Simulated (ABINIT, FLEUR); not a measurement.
A FLEUR input for a self-consistent single point of Li2Pd (P6/mmm, 3 atoms in the cell) (DFT, PBEsol, all-electron FLAPW (FLEUR), scalar-relativistic valence):

Input of the input generator:

```
scf Li2Pd
&input film=f /
7.7875950719 0.0000000702 0.0000000000
-3.8937975968 6.7442551316 0.0000000000
0.0000000000 0.0000000000 4.9629178012
1.0
1.0 1.0 1.0

3
3 0.3333333333 0.6666666667 0.5000000000
3 0.6666666667 0.3333333333 0.5000000000
46 0.0000000000 0.0000000000 -0.0000000000

&comp jspins=1 /
&exco xctyp='PBEs' /
&kpt div1=9 div2=9 div3=12 gamma=t /
&end /
```

```xml
<?xml version="1.0" encoding="UTF-8" standalone="no"?>
<fleurInput fleurInputVersion="0.39">
   <comment>
      scf Li2Pd                                                                                           
   </comment>
   <calculationSetup>
      <cutoffs Kmax="4.2" Gmax="12.6" GmaxXC="12.6" numbands="0"/>
      <scfLoop itmax="80" minDistance="0.00001" maxIterBroyd="40" imix="Anderson" alpha="0.05" precondParam="0.0" spinf="2.0"/>
      <coreElectrons ctail="T" frcor="F" kcrel="0" coretail_lmax="0"/>
      <xcFunctional name="PBEs" relativisticCorrections="F"/>
      <magnetism jspins="1"/>
      <soc l_soc="F" theta="0.0" phi="0.0" spav="F"/>
      <expertModes spex="0" secvar="F"/>
      <geometryOptimization l_f="T" forcealpha="1.0" forcemix="BFGS" epsdisp="0.00001" epsforce="0.00001"/>
      <ldaU l_linMix="F" mixParam="0.05" spinf="1.0"/>
   </calculationSetup>
   <cell>
      <bzIntegration valenceElectrons="18.0" mode="hist" fermiSmearingEnergy="0.00367493">
         <kPointListSelection listName="default-1"/>
         <!-- k-points included here -->
         <xi:include xmlns:xi="http://www.w3.org/2001/XInclude" href="kpts.xml"> </xi:include>
      </bzIntegration>
      <!-- symmetry operations included here -->
      <xi:include xmlns:xi="http://www.w3.org/2001/XInclude" href="sym.xml"> </xi:include>
      <bulkLattice scale="1.0">
         <bravaisMatrix>
            <row-1>    7.7875950719000002     0.0000000702000000     0.0000000000000000</row-1>
            <row-2>   -3.8937975967999998     6.7442551316000001     0.0000000000000000</row-2>
            <row-3>    0.0000000000000000     0.0000000000000000     4.9629178011999997</row-3>
         </bravaisMatrix>
      </bulkLattice>
   </cell>
   <atomSpecies>
      <species name="Lithium (Li)" element="Li" atomicNumber="3">
         <mtSphere radius="2.15" gridPoints="741" logIncrement="0.013"/>
         <atomicCutoffs lmax="8" lnonsphr="6"/>
         <electronConfig flipSpins="F">
            <coreConfig>(1s1/2)</coreConfig>
            <valenceConfig>(2s1/2)</valenceConfig>
            <stateOccupation state="(2s1/2)" spinUp="0.5" spinDown="0.5"/>
         </electronConfig>
         <energyParameters s="2" p="2" d="3" f="4"/>
      </species>
      <species name="Palladium (Pd)" element="Pd" atomicNumber="46">
         <mtSphere radius="2.37" gridPoints="817" logIncrement="0.016"/>
         <atomicCutoffs lmax="10" lnonsphr="8"/>
         <electronConfig flipSpins="F">
            <coreConfig>(1s1/2) (2s1/2) (2p1/2) (2p3/2) (3s1/2) (3p1/2) (3p3/2) (4s1/2) (3d3/2) (3d5/2)</coreConfig>
            <valenceConfig>(4p1/2) (4p3/2) (5s1/2) (4d3/2) (4d5/2)</valenceConfig>
            <stateOccupation state="(5s1/2)" spinUp="0.5" spinDown="0.5"/>
            <stateOccupation state="(4d3/2)" spinUp="1.8" spinDown="1.8"/>
            <stateOccupation state="(4d5/2)" spinUp="2.7" spinDown="2.7"/>
         </electronConfig>
         <energyParameters s="5" p="5" d="4" f="4"/>
         <lo type="SCLO" l="1" n="4" eDeriv="0"/>
      </species>
   </atomSpecies>
   <atomGroups>
      <atomGroup species="Lithium (Li)">
         <relPos label="                   1">1.000/3.000 -1.000/3.000 1.000/2.000</relPos>
         <relPos label="                   2">-1.000/3.000 1.000/3.000 1.000/2.000</relPos>
         <force calculate="T" relaxXYZ="TTT"/>
      </atomGroup>
      <atomGroup species="Palladium (Pd)">
         <relPos label="                   3">.0000000000 .0000000000 .0000000000</relPos>
         <force calculate="T" relaxXYZ="TTT"/>
      </atomGroup>
   </atomGroups>
   <output dos="F" band="F" slice="F">
      <checks vchk="F" cdinf="F"/>
      <bandDOS minEnergy="-.5*Htr" maxEnergy="0.5*Htr" sigma="0.015" storeEVData="T"/>
      <vacuumDOS vacdos="F" integ="F" star="F" nstars="0" locx1="0.0" locy1="0.0" locx2="0.0" locy2="0.0" nstm="0" tworkf="0.0"/>
      <unfoldingBand unfoldBand="F" supercellX="1" supercellY="1" supercellZ="1"/>
      <plotting iplot="0" polar="F">
         <plot TwoD="T" vec1="  1.0  0.0  0.0" vec2="  0.0  1.0  0.0" vec3="  0.0  0.0  1.0" zero="  0.0  0.0  0.0" file="plot"/>
      </plotting>
      <chargeDensitySlicing numkpt="0" minEigenval="0.0" maxEigenval="0.0" nnne="0" pallst="F"/>
      <specialOutput eonly="F"/>
      <magneticCircularDichroism mcd="F" energyLo="-10.0" energyUp="0.0"/>
   </output>
  <!-- We include the file relax.xml here to enable relaxations (see documentation) -->
  <xi:include xmlns:xi="http://www.w3.org/2001/XInclude" href="relax.xml"> <xi:fallback/> </xi:include>
</fleurInput>
```

**Question.** Write the same calculation as an input for ABINIT.

**Answer.** One input that does it (others would too):

```
# Li2Pd, JTH v2.0 PBE PAW
pp_dirpath "./"
pseudos "Li.GGA_PBE-JTH.xml, Pd.GGA_PBE-JTH.xml"
acell 4.1210178398 4.1210178398 2.6262630000 Angstrom
rprim
         1.0000000000    0.0000000090    0.0000000000
        -0.5000000078    0.8660253993    0.0000000000
         0.0000000000    0.0000000000    1.0000000000
natom 3
ntypat 2
znucl 3 46
typat 1 1 2
xcart
        -0.0000000215    2.3792707592    1.3131315000
         2.0605089092    1.1896353982    1.3131315000
         0.0000000000    0.0000000000    0.0000000000
      Angstrom
ecut 24 Ha
pawecutdg 48 Ha
pawovlp -1
ixc -116133
occopt 3
tsmear 0.1 eV
nband 17
kptopt 1
ngkpt 9 9 12
nshiftk 1
shiftk 0 0 0
nstep 50
tolvrs 1.0e-11
prtwf 0
prtden 0
prtvol 1
```

Basis, cutoffs, solver keys and any potentials are the target program's own. This input uses DFT, PBEsol, plane waves, PAW (JTH v2.0 PBE PAW, files made for PBE).

The starting cell comes from a database of computed structures (which also holds hypothetical and non-ambient phases and stackings), without a prior relaxation at this level. For this run, on top of that: lattice scaled by 0.98.
